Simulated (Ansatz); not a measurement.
Where the default PAW files enter, the runs use the earlier of Ansatz's two default sets.

By PBEsol, the system below comes out a metal.

A figure of merit of an interconnect metal is its ballistic conductance per area.

Input:

```xyz
2
Lattice="2.7545 0.0000 0.0000 0.0000 2.7545 0.0000 0.0000 0.0000 3.9851" Properties=species:S:1:pos:R:3 pbc="T T T"
Ti     1.3773     1.3773     1.9925
Al     0.0000     0.0000     0.0000
```

Space group of this cell: P4/mmm. The cell is strained (all lengths scaled by 0.98); by PBEsol its mean pressure is 5.5 GPa.

The current flows along the normal of the first two printed cell vectors, the (001) plane of the conventional cell. No spin-orbit coupling; the value is a mean over 0.1 eV about the Fermi level.

### Question
Give the ballistic conductance per area that PBEsol (Ansatz, a program for electronic structure) yields.

### Answer
0.76 × 10¹⁵ S/m² for both spins.
